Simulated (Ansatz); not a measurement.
## How a calculation on Cs3Al2F9 (P6_3/mmc, 28 atoms in the cell) responds to its settings

```yaml
crystal:
  lattice:
    - [6.33730, 0.00000, 0.00000]
    - [-3.16865, 5.48826, 0.00000]
    - [0.00000, 0.00000, 14.91654]
  atoms:
    - { symbol: Cs, position: [0.33333, 0.66667, 0.75000] }
    - { symbol: Cs, position: [0.66667, 0.33333, 0.25000] }
    - { symbol: Cs, position: [0.33333, 0.66667, 0.42670] }
    - { symbol: Cs, position: [0.66667, 0.33333, 0.92670] }
    - { symbol: Cs, position: [0.33333, 0.66667, 0.07330] }
    - { symbol: Cs, position: [0.66667, 0.33333, 0.57330] }
    - { symbol: Al, position: [0.00000, 0.00000, 0.16530] }
    - { symbol: Al, position: [0.00000, 0.00000, 0.66530] }
    - { symbol: Al, position: [0.00000, 0.00000, 0.33470] }
    - { symbol: Al, position: [0.00000, 0.00000, 0.83470] }
    - { symbol: F, position: [0.14050, 0.28100, 0.25000] }
    - { symbol: F, position: [0.85950, 0.14050, 0.75000] }
    - { symbol: F, position: [0.71900, 0.85950, 0.25000] }
    - { symbol: F, position: [0.85950, 0.71900, 0.75000] }
    - { symbol: F, position: [0.14050, 0.85950, 0.25000] }
    - { symbol: F, position: [0.28100, 0.14050, 0.75000] }
    - { symbol: F, position: [0.26500, 0.13250, 0.09580] }
    - { symbol: F, position: [0.13250, 0.26500, 0.59580] }
    - { symbol: F, position: [0.86750, 0.13250, 0.09580] }
    - { symbol: F, position: [0.73500, 0.86750, 0.59580] }
    - { symbol: F, position: [0.86750, 0.73500, 0.09580] }
    - { symbol: F, position: [0.13250, 0.86750, 0.59580] }
    - { symbol: F, position: [0.86750, 0.73500, 0.40420] }
    - { symbol: F, position: [0.73500, 0.86750, 0.90420] }
    - { symbol: F, position: [0.86750, 0.13250, 0.40420] }
    - { symbol: F, position: [0.13250, 0.26500, 0.90420] }
    - { symbol: F, position: [0.26500, 0.13250, 0.40420] }
    - { symbol: F, position: [0.13250, 0.86750, 0.90420] }
```

Base run A: r2SCAN, default PAW files made with PBE run with Ansatz (a quantum-chemistry and plane-wave program), self-consistent single point.

Its settings: basis.ecutwfc = 500 eV; kpoints.mp_grid.grid = 3 3 2; hamiltonian.xc = r2scan; hamiltonian.pseudopotentials = {kind: paw} (the program's default PAW files); scf.occupations.method = cold; scf.occupations.width = 0.1 eV.

The starting cell comes from a database of published, mostly measured structures (it also holds non-ambient and calculated ones), without a prior relaxation at this level. Its lattice was rescaled by a random factor within 2.5 % of one. In the base run, with a pressure of about -4 GPa the cell is away from its equilibrium volume at this level. In the base run, forces exceed 1 eV/Å. Ansatz's pressure includes its estimate of the finite-basis (Pulay) stress.

ΔF is the free energy per atom less that of run A. 

| run | scf.mixing.algorithm, scf.mixing.ndim | ΔF (meV/atom) | pressure (GPa) | largest force (eV/Å) | gap on the mesh (eV) | iterations |
|---|---|---|---|---|---|---|
| A | default (the program chose MSR1), default | 0.00 | -4.03 | 4.310 | 6.674 | 8 |
| B | anderson, default | 0.00 | -4.03 | 4.310 | 6.674 | 8 |
| C | anderson, 3 | 0.00 | -4.03 | 4.310 | 6.674 | 9 |
| D | broyden, default | 0.00 | -4.03 | 4.310 | 6.674 | 8 |
| E | broyden, 20 | 0.00 | -4.03 | 4.310 | 6.674 | 8 |
| F | msr1, default | 0.00 | -4.03 | 4.310 | 6.674 | 8 |
| G | msr1, 4 | 0.00 | -4.03 | 4.310 | 6.674 | 9 |

Runs B, C, D, E, F, G ended on the same solution as A (within 1 meV/atom).

Keys are those of Ansatz 0.2.
